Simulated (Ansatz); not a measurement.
Start from SiC in the zinc blende structure (space group F-43m, No. 216; a = 4.357 Å). Axes: x, y, z lie along the cube axes.

Calculations: PBEsol, PAW, 420 eV (Ansatz, a program for electronic structure; no SOC).

Strains are applied to the cell and any free atomic positions relax.

One change was made to it. Results:

```tsv
quantity	base	after
energy relative to the base (free energy F)	0 meV/atom	+0.3 meV/atom
smallest direct gap	4.45 eV	4.44 eV
electron mass	0.62 mₑ along k, 0.22 mₑ across (at X)	0.66 mₑ along k, 0.22 mₑ across (at X)
band gap	1.24 eV	1.22 eV
```

Problem. What was done to the base?
A) uniaxial strain ε_zz = +2.00 %
B) uniaxial strain ε_zz = +0.50 %
C) uniaxial strain ε_zz = +2.50 %

Solution. B, uniaxial strain ε_zz = +0.50 %. For comparison, the band gap in the other runs: uniaxial strain ε_zz = +2.50 % gives 1.14 eV; uniaxial strain ε_zz = +2.00 % gives 1.16 eV.

Effective masses come from finite differences of ±0.01 Å⁻¹. Along k means along the line from Γ to the band edge. Whether these cells are dynamically stable was not tested.
